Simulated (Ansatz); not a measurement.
BeS (model structure, started from the NiAs type, P6₃/mmc, No. 194, 4 atoms in the cell), treated with r²SCAN0 (PAW; Ansatz, a quantum-chemistry and plane-wave program).

Numerical settings: plane-wave cutoff 520 eV, 9×9×6 k mesh (along the axes of the cell as run), Fermi–Dirac smearing 0.01 eV, scalar-relativistic PAW data made under PBE.

The cell is the one relaxed with PBEsol. Conventional cell: a = 3.2712 Å, b = 3.2712 Å, c = 5.2069 Å, α = 90.00°, β = 90.00°, γ = 120.00°.

```yaml
crystal:
  lattice:
    - [3.27121, 0.00000, 0.00000]
    - [-1.63561, 2.83295, 0.00000]
    - [0.00000, 0.00000, 5.20687]
  atoms:
    - { symbol: Be, position: [0.00000, 0.00000, 0.00000] }
    - { symbol: Be, position: [0.00000, 0.00000, 0.50000] }
    - { symbol: S, position: [0.33333, 0.66667, 0.25000] }
    - { symbol: S, position: [0.66667, 0.33333, 0.75000] }
```

### Question
List the 10 lowest band energies at Γ above −25 eV (eV, relative to the valence band maximum), grouping those that round alike.

### Answer
At Γ: -17.54, -14.76, -8.41, -0.90 (×2), -0.89 (×2), 0.00, 5.52, 7.36.

Note: the run warned that its exchange threshold was loose for the stress; the relaxation could raise the start's symmetry but not lower it, so the cell can be a saddle point; cell and atoms aren't relaxed at this level (pressure 2.1 GPa).

A model structure was made by putting elements into a prototype or built by hand; it is no filed structure, need not be a known phase, and can be a saddle point held by its symmetry.
